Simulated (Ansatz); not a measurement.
Consider GaN in the zinc blende structure (space group F-43m, No. 216; a = 4.498 Å). Axes: x, y, z lie along the cube axes.

All numbers come from DFT with r2SCAN, PAW potentials and a 500 eV plane-wave cutoff in Ansatz (a first-principles code), no spin-orbit coupling.

For the base:

```
Property     Value
--------  --------
Pressure  0.00 GPa
Band gap   2.17 eV
```

The change: biaxial strain −2.08 %, plane normal [111], relaxed out of plane (Cartesian); in-plane vectors clamped, the third vector and the atoms free.

### Question
Estimate the effect on the pressure and band gap.

### Answer
The pressure (mean of the normal stresses, compression positive) goes from zero to 6.91 GPa; the band gap goes up by 0.116 eV, from 2.17 eV to 2.28 eV.

Whether these cells are dynamically stable was not tested. This is not the structure that GaN has at room temperature and ambient pressure.
